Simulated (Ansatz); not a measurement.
## Lu: x(Y) = 0.375, 8 atoms, Pmm2

Take Lu in the hcp (Mg type) structure (space group P6_3/mmc, No. 194; a = 3.5071 Å, c = 5.4621 Å) as the base.

The other end (x = 1) is Y in the hcp (Mg type) structure (space group P6_3/mmc, No. 194): 32.86 Å³/atom, gap zero.

Now apply this change: a fraction x = 0.375 of the Lu sites is given to Y, ordered in a cell of 8 atoms (starting symmetry Pmm2) and fully relaxed.

Method: PBE (Ansatz, a first-principles code; PAW; 420 eV plane waves; no spin-orbit coupling). k-mesh 13×9×4 (Γ-centred); smearing 0.05 eV (Fermi–Dirac), for the changed cell.

```tsv
quantity	base	changed	shift
volume per atom	29.09 Å³	30.53 Å³	+1.44 Å³
density	9.99 g/cm³	7.76 g/cm³	-2.23 g/cm³
shortest interatomic distance	3.400 Å	3.420 Å	+0.020 Å
band gap	zero	zero	–
mixing energy (to 0.01 eV only: unlike meshes or grids)	–	+0.01 eV/atom	–
deviation of the volume from the linear (Vegard-type) interpolation	–	+0.1 %	–
```

Final structure:

```yaml
crystal:
  lattice:
    - [3.56503, 0.00000, 0.00000]
    - [0.00000, 5.54807, 0.00000]
    - [0.00000, 0.00000, 12.34701]
  atoms:
    - { symbol: Lu, position: [0.50000, 0.00000, 0.91227] }
    - { symbol: Lu, position: [0.00000, 0.00000, 0.66849] }
    - { symbol: Y, position: [0.50000, 0.00000, 0.41997] }
    - { symbol: Y, position: [0.00000, 0.00000, 0.16553] }
    - { symbol: Lu, position: [0.00000, 0.50000, 0.83046] }
    - { symbol: Lu, position: [0.50000, 0.50000, 0.58627] }
    - { symbol: Lu, position: [0.00000, 0.50000, 0.33597] }
    - { symbol: Y, position: [0.50000, 0.50000, 0.08104] }
```

These are small ordered cells, not random alloys; other orderings at the same x differ. Whether these cells are dynamically stable was not tested. The final runs are not spin-polarised. Y3Lu5 has a high density of states at the Fermi level and may be magnetic at this level.
